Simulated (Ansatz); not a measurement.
Point defect O interstitial started as a split pair with O in ferroelectric LiNbO3

Level of theory: PBE, PAW (plane waves to 420 eV; Ansatz, a program for electronic structure). A supercell of 120 sites (2×2×1 repeats of a cell of 30 atoms) was used; the energies come from a 2×2×2 Γ-centred sampling of its zone. Site at the start: split with O. Finite-size correction: monopole term and site-potential alignment. Dielectric constants: PBE linear response of the host. Host gap at this level: 3.53 eV. A cell of this size leaves errors of a few tenths of an eV. PBE underestimates the host's gap, which shifts levels and can delocalise carriers. Spin–orbit coupling is left out. Each state is the lowest found from its start.

The name describes the start; the neighbours show where the atoms ended.

Charges with a result: 0, −1, −2. Others weren't obtained, and one of them could lie lower, also by skipping a charge.

```tsv
charge	moment (μB)	point group	largest move off a lattice site (Å)	neighbours of the last O atom of the defect at the end (Å)	image correction with alignment (eV)	above the lowest spin state (eV)
0	0.0	C1	0.22	O 1.46, Nb 2.06, Nb 2.14, O 2.37	0.00	0.00
0	not spin-polarised	C1	0.22	O 1.46, Nb 2.06, Nb 2.14, O 2.37	0.00	0.00
−1*	1.0	C1	0.21	O 1.46, Nb 2.08, Nb 2.12, O 2.36	–	0.00
−2*	not spin-polarised	C1	0.21	O 1.46, Nb 2.08, Nb 2.13, O 2.36	–	0.00
```

* At this level the carrier isn't localised at the defect: at charge −1 electrons occupy the conduction band; at charge −2 electrons occupy the conduction band. Such a state is shallow or no state of the defect, and this cell gives it no level.

Point groups are those of the whole cell at tolerances of 0.03 and 0.1 Å ("near" where only the looser one holds); none is given for unsettled states.

Starting moments that weren't kept: charge 0 began with 2 μB and ended with 0.0.

Flagged in the runs: a host whose relaxation on this sampling wasn't shown to rest.
